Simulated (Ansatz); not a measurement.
# NiGe: response to strain

The parent structure is NiGe (space group Pnma, No. 62; a = 5.4074 Å, b = 3.4734 Å, c = 5.8467 Å; non-magnetic). Axes: x, y, z lie along a, b, c of the conventional cell.

Strains are applied to the cell and any free atomic positions relax; under biaxial strain the out-of-plane vector relaxes too.

Calculations: PBE/PAW in Ansatz (a quantum-chemistry and plane-wave program), scalar-relativistic without spin-orbit coupling.

Notes on the quantities. pressure: mean of the normal stresses, compression positive.

| change | volume per atom | pressure |
|---|---|---|
| base | 13.73 Å³ | 0.0 GPa |
| biaxial strain +1.82 %, plane normal [001], relaxed out of plane | 13.94 Å³ | -2.3 GPa |
| biaxial strain +2.41 %, plane normal [001], relaxed out of plane | ___ | ___ |
| isotropic strain −5.34 % | 11.64 Å³ | 33.2 GPa |

Question: Fill in the withheld entries from the trend.

Answer: 
- biaxial strain +2.41 %, plane normal [001], relaxed out of plane, volume per atom: 14.00 Å³
- biaxial strain +2.41 %, plane normal [001], relaxed out of plane, pressure: -2.9 GPa

Without a gap, meshes like the base's 9×13×8 leave anisotropic stresses uncertain by several tenths of a GPa, and small strain energies with them. No phonon test of stability was made. Seeded moments were not kept for the base. The final runs are not spin-polarised.
